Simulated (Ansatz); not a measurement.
MgO (space group P4_2/mnm, No. 136; a hypothetical phase, not in the database extracts checked)

```
CELL_PARAMETERS angstrom
      5.51026     0.00000     0.00000
      0.00000     5.51026     0.00000
      0.00000     0.00000     3.27633
ATOMIC_POSITIONS crystal
  Mg 0.32052 0.67948 0.00000
  Mg 0.67948 0.32052 0.00000
  Mg 0.82052 0.82052 0.50000
  Mg 0.17948 0.17948 0.50000
  O  0.31658 0.31658 0.00000
  O  0.68342 0.68342 0.00000
  O  0.18342 0.81658 0.50000
  O  0.81658 0.18342 0.50000
```

The values are results of Ansatz (a first-principles code), PBEsol, PAW, cutoff 420 eV, spin-orbit coupling left out, not measurements. k-mesh 6×6×10 (Γ-centred); smearing 0.05 eV (Fermi–Dirac).

```json
{
 "volume_per_atom": "12.43 Å³",
 "density": "2.69 g/cm³",
 "band_gap": "3.36 eV, indirect, M–Γ (86 % along) → Γ",
 "electron_mass": "0.36 mₑ along c, 0.34 mₑ across",
 "Lowest conduction-band minima above the VBM": "Γ 3.36 eV",
 "total_energy": "-1237.794 eV/atom (σ→0; compares only within this code and set-up)"
}
```

Masses are band curvatures over ±0.01 Å⁻¹ around the edge. No phonon test of stability was made.
